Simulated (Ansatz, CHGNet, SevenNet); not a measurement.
Elastic constant C44 of rock-salt VN (cubic form, which distorts at low temperature): levels of theory against measurement

Reference value: 133 GPa (measured, temperature not stated, not corrected to a static lattice, single-crystal film on MgO(001), surface acoustic waves; as tabulated in Holec et al. (2012), arXiv:1111.2737).

Task: What do CHGNet 0.3.0, SevenNet-l3i5, LDA, PBE, PBEsol give, and how far is each from the reference?

Result: 
```csv
level (code),value (GPa),cell (Å³/atom),difference (%)
CHGNet 0.3.0,5.00,8.78,-96
SevenNet-l3i5,6.12,8.77,-95
LDA (Ansatz),147,8.26,+10.5
PBE (Ansatz),135,8.72,+1.5
PBEsol (Ansatz),142,8.45,+6.8
```

The reference's temperature isn't stated, so close values are not ranked against it. Off by more than 25 %, or 35 % on the side where a correction would as a rule narrow the miss (bounds picked here): CHGNet 0.3.0 (-96 %), SevenNet-l3i5 (-95 %).

The reference isn't brought to a static lattice, while the calculations are for one, so the differences are not the levels' errors alone. A static lattice is as a rule stiffer than a warm one, by over a tenth in soft solids. The crystal itself was run without spin with LDA, PBE, PBEsol; a magnetic state was not tried in these runs. LDA, PBE, PBEsol: symmetry holds this phase in the static calculation, where it need not be a minimum. Each level is taken at its own relaxed cell. Ansatz's density-functional and Hartree–Fock values are scalar-relativistic unless marked +SOC, with PAW data made under PBE.

Machine-learned potentials (CHGNet 0.3.0, SevenNet-l3i5) are trained on DFT data: a solid inside that data is no test of them.

Differences are worked out from the printed values.

Ansatz is a quantum-chemistry and plane-wave program.
